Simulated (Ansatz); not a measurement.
# SnO (model structure, started from the h-BN type, P6₃/mmc, No. 194, 4 atoms in the cell)

Calculation: r²SCAN (PAW; Ansatz, a first-principles code).

Run with plane-wave cutoff 560 eV, 18×18×6 k mesh (along the axes of the cell as run), Fermi–Dirac smearing 0.05 eV, scalar-relativistic PAW data made under PBE.

Cell (relaxed at this level):

```
CELL_PARAMETERS angstrom
      4.12678     0.00000     0.00000
     -2.06339     3.57390     0.00000
      0.00000     0.00000     5.18726
ATOMIC_POSITIONS crystal
  Sn 0.33333 0.66667 0.25000
  Sn 0.66667 0.33333 0.75000
  O  0.33333 0.66667 0.75000
  O  0.66667 0.33333 0.25000
```

For SnO (model structure, started from the h-BN type, P6₃/mmc, No. 194, 4 atoms in the cell), the band gap is 0.58 eV (on the SCF k mesh), the direct gap at Γ comes out as 7.14 eV and the bulk modulus comes out as 80.9 GPa.

Note: the bulk modulus is −V dP/dV from two relaxed cells at ±2 % in volume; the relaxation could raise the start's symmetry but not lower it, so the cell can be a saddle point.

Spin–orbit coupling is not included.

The result took about 10 core-minutes (a rough figure).

A model structure was made by putting elements into a prototype or built by hand; it is no filed structure, need not be a known phase, and can be a saddle point held by its symmetry.
